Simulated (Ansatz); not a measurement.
**CsCl-type AuZn (cubic form, which distorts at low temperature): cohesive energy by level of theory**

No measured value is used here.

```tsv
level (code)	value (eV/atom)	cell (Å³/atom)
LDA (Ansatz)	3.33	14.83
PBE (Ansatz)	2.29	16.18
PBEsol (Ansatz)	?	15.31
r²SCAN (Ansatz)	2.67	15.61
HSE06 (Ansatz)	2.30	15.93
```

Task: Some entries are withheld; supply them.

Result: 
- PBEsol (Ansatz, an electronic-structure program), value (eV/atom): 2.88

Density-functional levels without +SOC have no spin–orbit coupling, which shifts binding energies of heavy elements. LDA, PBE, PBEsol, r²SCAN, HSE06: symmetry holds this phase in the static calculation, where it need not be a minimum. Each level is taken at its own relaxed cell. Cutoffs and k meshes differ between the levels. Ansatz's density-functional and Hartree–Fock values are scalar-relativistic unless marked +SOC, with PAW data made under PBE.
